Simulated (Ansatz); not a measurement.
# Hypothetical P6_3/mmc HgI2: pressure series

Consider HgI$_{2}$ in the 2H-MoS2 type structure (space group P6_3/mmc, No. 194; a = 4.0709 Å, c = 13.5609 Å; a hypothetical phase, not in the database extracts checked; layered, stacked along the Cartesian z axis).

Cell and atoms are relaxed at each pressure.

The values are results of PBEsol-D3(BJ) (Ansatz, a quantum-chemistry and plane-wave program; PAW; 420 eV plane waves; no spin-orbit coupling), not measurements.

Candidates:
(a) pressure 50 GPa
(b) pressure 75 GPa
(c) pressure 7 GPa
(d) pressure 3 GPa

Before the change:

```
Item       Result
---------  ------
c/a ratio   3.331
```

Q: Order them by c/a ratio, highest first.

A: (b) pressure 75 GPa (4.753), (a) pressure 50 GPa (4.676), (c) pressure 7 GPa (3.310), (d) pressure 3 GPa (3.290)

From pressure 50 GPa on, the axis ratios lie over 15 % from the base's, so the cell there is far from its starting form. Load acts through the strain it causes; cell and atoms are relaxed under it. Whether these cells are dynamically stable was not tested. Competing high-pressure phases were not computed. All final runs are without spin polarisation.
